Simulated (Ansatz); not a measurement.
Structures of equal composition on the (000-1) surface of 4H silicon carbide (C plane on top): (√3x√3)R30° C adatom at H3; (√3x√3)R30° C adatom at T4. The slabs share one bottom face, and each structure is named by its start. These are constructed structures in small cells; real faces may alloy, dewet or reconstruct in larger ones, and not all known structures of the face are among them. Slabs of about 11 Å, Fermi-Dirac smearing of 0.025 eV. Bottom of the slabs: H caps. Relaxed from the named starts with such symmetry as they have, on meshes of like density; energies extrapolated to zero smearing; spin only where a row says so; no spin-orbit coupling, no U. Brackets mark spin-polarised runs, whose order is one that fits the cell. Where a second, spin-polarised start was run, the lower counts.

The numbers are results of PBE (plane waves to 420 eV, PAW; Ansatz, a program for electronic structure), not measurements.

Q: Rank these by energy per 1x1 cell (lowest first), as PBE gives it.

A: (√3x√3)R30° C adatom at T4 (0.000 eV (3 C–C bonds formed) [spin, 1.0 μB a cell], gap 0.75 eV on the mesh), (√3x√3)R30° C adatom at H3 (0.174 eV (3 C–C bonds formed) [spin start, no net moment], no gap on the mesh)
